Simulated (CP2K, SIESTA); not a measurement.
A SIESTA input for a self-consistent single point of RbH (Fm-3m, 2 atoms in the cell) (DFT, GGA PBEsol, numerical atomic orbitals TZP, PseudoDojo PBEsol standard norm-conserving potentials (rewritten from UPF to PSML)):

```
# files in the folder: Rb.psml H.psml (PseudoDojo PBEsol standard)
SystemName  RbH
SystemLabel RbH

NumberOfAtoms                2
NumberOfSpecies              2
%block ChemicalSpeciesLabel
  1 37 Rb
  2 1 H
%endblock ChemicalSpeciesLabel
LatticeConstant              1.0 Bohr
%block LatticeVectors
     0.000000000    5.563349931    5.563349931
     5.563349931    0.000000000    5.563349931
     5.563349931    5.563349931    0.000000000
%endblock LatticeVectors
AtomicCoordinatesFormat      Ang
%block AtomicCoordinatesAndAtomicSpecies
     2.943998000    2.943998000    2.943998000  1
     0.000000000    0.000000000    0.000000000  2
%endblock AtomicCoordinatesAndAtomicSpecies

XC.functional                GGA
XC.authors                   PBEsol
PAO.BasisSize                TZP
PAO.EnergyShift              0.005 Ry
MeshCutoff                   300 Ry
%block kgrid.MonkhorstPack
    5   0   0  0.0
    0   5   0  0.0
    0   0   5  0.0
%endblock kgrid.MonkhorstPack
OccupationFunction           FD
ElectronicTemperature        10 K

MaxSCFIterations             150
SCF.Mixer.Method             Pulay
SCF.Mixer.Weight             0.25
SCF.Mixer.History            8
SCF.DM.Tolerance             1.0E-05
Diag.ParallelOverK           true
WriteForces                  true
```

**Question.** Give the CP2K input for the same structure, mesh, smearing and functional.

**Answer.** One input that does it (others would too):

```
&GLOBAL
  PROJECT scf
  RUN_TYPE ENERGY_FORCE
  PRINT_LEVEL LOW
&END GLOBAL
&FORCE_EVAL
  METHOD Quickstep
  STRESS_TENSOR ANALYTICAL
  &DFT
    BASIS_SET_FILE_NAME BASIS_MOLOPT
    POTENTIAL_FILE_NAME GTH_POTENTIALS
    &QS
      METHOD GPW
      EPS_DEFAULT 1E-10
    &END QS
    &MGRID
      CUTOFF 500
      REL_CUTOFF 50
      NGRIDS 5
    &END MGRID
    &SCF
      SCF_GUESS ATOMIC
      EPS_SCF 1E-7
      MAX_SCF 100
      ADDED_MOS 4
      &DIAGONALIZATION
        ALGORITHM STANDARD
      &END DIAGONALIZATION
      &MIXING
        METHOD BROYDEN_MIXING
        ALPHA 0.3
        NBUFFER 8
        BETA 1.5
      &END MIXING
    &END SCF
    &KPOINTS
      SCHEME MONKHORST-PACK 5 5 5
    &END KPOINTS
    &XC
      &XC_FUNCTIONAL
        &PBE
          PARAMETRIZATION PBESOL
        &END PBE
      &END XC_FUNCTIONAL
    &END XC
    &PRINT
      &MO
        EIGENVALUES T
        OCCUPATION_NUMBERS T
        NDIGITS 8
        FILENAME mo
        &EACH
          QS_SCF 0
        &END EACH
        ADD_LAST NUMERIC
      &END MO
      &MULLIKEN OFF
      &END MULLIKEN
    &END PRINT
  &END DFT
  &SUBSYS
    &CELL
      A 4.16344200 0.00000000 0.00000000
      B 2.08172100 3.60564600 0.00000000
      C 2.08172100 1.20188200 3.39943600
      PERIODIC XYZ
    &END CELL
    &COORD
      SCALED
      Rb       0.50000000     0.50000000     0.50000000
      H        0.00000000     0.00000000     0.00000000
    &END COORD
    &KIND Rb
      BASIS_SET DZVP-MOLOPT-SR-GTH-q9
      POTENTIAL GTH-PBE-q9
    &END KIND
    &KIND H
      BASIS_SET DZVP-MOLOPT-SR-GTH-q1
      POTENTIAL GTH-PBE-q1
    &END KIND
  &END SUBSYS
  &PRINT
    &FORCES ON
    &END FORCES
    &STRESS_TENSOR ON
    &END STRESS_TENSOR
  &END PRINT
&END FORCE_EVAL
```

Basis, cutoffs, solver keys and any potentials are the target program's own. This input uses DFT PBEsol, GPW, DZVP-MOLOPT-SR-GTH basis, GTH-PBE potentials (GTH_POTENTIALS). Both were run: pressure 0.76 GPa in SIESTA and -0.39 in CP2K; gap on the mesh 3.759 eV in SIESTA and 3.144 in CP2K.

On CP2K: the starting cell comes from a database of computed structures (which also holds hypothetical and non-ambient phases and stackings), without a prior relaxation at this level. For this run, on top of that: lattice scaled by 0.98. Values carry the incompleteness of an atom-centred basis. The potentials were made for another functional than the one used.

On SIESTA: the starting cell comes from a database of computed structures (which also holds hypothetical and non-ambient phases and stackings), without a prior relaxation at this level. For this run, on top of that: lattice scaled by 0.98. Values carry the incompleteness of an atom-centred basis. The basis of the alkali or alkaline-earth atoms may lack their empty d shell, which can raise the gap.
